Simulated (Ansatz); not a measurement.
The starting structures come from a database of crystals and need not be the phases stable at ambient conditions.

 Where the default PAW files enter, the runs use the earlier of Ansatz's two default sets.

```
GaN
1.0
    3.12319     0.00000     0.00000
   -1.56160     2.70476     0.00000
    1.56160    -0.90159     2.60212
Ga N
1 1
Direct
  0.00000   0.00000   0.00000
  0.75000   0.25000   0.75000
```

Space group of this cell: R3m. The cell is strained (lengths across the current scaled by 0.98, ions clamped); by r2SCAN its mean pressure is 7.4 GPa.

Transport runs along the normal of the first two printed cell vectors, the (111) (indices of the unstrained crystal) plane of the conventional cell.

The gap is the functional's own, uncorrected, and κ follows it; spin-orbit coupling is left out. Mid-gap values are interpolated between the computed energies.

Question: Give the band gap and the smallest decay constant κ at mid-gap that r2SCAN in Ansatz (a first-principles code) yields.

Answer: Gap 2.36 eV on a 12×12×12 mesh; κ = 0.159 1/Å, at the zone centre.
